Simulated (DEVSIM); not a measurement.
Structure: abrupt Ge n-p junction, at 300 K.

```
layer (left to right)  material  thickness (μm)  Nd (cm⁻³)  Na (cm⁻³)   τn (s)   τp (s)
---------------------  --------  --------------  ---------  ---------  -------  -------
1                            Ge           0.750     1.8e17          -  0.00012  0.00012
2                            Ge           0.370          -     1.5e17  0.00012  0.00012
```

Left contact: ohmic. Right contact: ohmic. Voltage is applied to the left contact. Recombination: SRH at mid-gap, radiative, Auger. Mobility is constant in doping.

Constants are typed, rounded textbook-type inputs, not results; the design itself was drawn at random and stands for no fabricated device. Values at 300 K; Nc and Nv go as T^1.5, mobilities as T to minus their exponent, the gap by Varshni's rule with the affinity fixed.

| parameter | Ge |
|---|---|
| gap (eV) | 0.664 |
| affinity (eV) | 4 |
| permittivity | 16 |
| Nc (cm⁻³) | 1.04e19 |
| Nv (cm⁻³) | 6e18 |
| μn (cm²/Vs) | 3900 |
| μp (cm²/Vs) | 1900 |
| T exponent of μn | 1.66 |
| T exponent of μp | 2.33 |
| B (cm³/s) | 6.4e-14 |
| Cn (cm⁶/s) | 1e-31 |
| Cp (cm⁶/s) | 1e-31 |
| Varshni α (eV/K) | 0.000477 |
| Varshni β (K) | 235 |

DEVSIM, 1D drift-diffusion, Boltzmann statistics, complete ionisation; no tunnelling, impact ionisation, image-force lowering or self-heating.

The temperature was swept, all else fixed.

```
temperature (K)  largest field in the device at zero bias (V/cm)  potential step across the device at zero bias (V)
---------------  -----------------------------------------------  -------------------------------------------------
250                                                        95000                                              0.528
300                                                        87000                                              0.464
350                                                        79000                                              0.397
400                                                   (withheld)                                              0.327
450                                                        58000                                              0.256
500                                                        46000                                              0.183
```

Complete the blanks.


- 400, largest field in the device at zero bias (V/cm): 69000
